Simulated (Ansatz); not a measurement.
# A computed series for K2S: response to strain

The reference is K2S in the anti-fluorite structure (space group Fm-3m, No. 225).

```
CELL_PARAMETERS angstrom
      0.00000     3.66799     3.66799
      3.66799     0.00000     3.66799
      3.66799     3.66799     0.00000
ATOMIC_POSITIONS crystal
  K  0.25000 0.25000 0.25000
  K  0.75000 0.75000 0.75000
  S  0.00000 0.00000 0.00000
```

Cartesian axes are those of the cell as printed.

Strains are applied to the cell and any free atomic positions relax; under biaxial strain the out-of-plane vector relaxes too.

The values are results of PBEsol (Ansatz, an electronic-structure program), no SOC, not measurements.

Candidates:
(a) biaxial strain −1.67 %, plane normal [111], relaxed out of plane
(b) biaxial strain +2.08 %, plane normal [111], relaxed out of plane
(c) biaxial strain −2.50 %, plane normal [111], relaxed out of plane

Notes on the quantities. in-plane stress: mean in-plane stress (compression positive).

Task: Order them by in-plane stress, highest first.

Result: (c) biaxial strain −2.50 %, plane normal [111], relaxed out of plane (+0.9 GPa), (a) biaxial strain −1.67 %, plane normal [111], relaxed out of plane (+0.6 GPa), (b) biaxial strain +2.08 %, plane normal [111], relaxed out of plane (-0.7 GPa)

Whether these cells are dynamically stable was not tested.
